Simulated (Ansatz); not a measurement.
Data:

```
Ir
1.0
    0.00000     1.93448     1.93448
    1.93448     0.00000     1.93448
    1.93448     1.93448     0.00000
Ir
1
Direct
  0.00000   0.00000   0.00000
```

All values below come from PBE, rigid bands (plane waves, PAW, scalar-relativistic; Ansatz, a program for electronic structure). Condition of this run: functional PBE, cell relaxed with it. Geometry: cell and atoms relaxed with PBE.

Problem. Predict the product ρ₀λ of resistivity and mean free path that follows from the Fermi surface's area.

Solution. 3.8 ×10⁻¹⁶ Ω·m².

Problem. And the Drude plasma energy and the root-mean-square Fermi velocity at 300 K?

Solution. 10.4 eV; 8.0e5 m/s.

A metal at this level (no band gap); rigid bands, thermally averaged at 300 K, both spins. Spin-orbit coupling is left out, which matters with elements this heavy. τ is one relaxation time for all states; the product of resistivity and mean free path takes one path for all states instead.
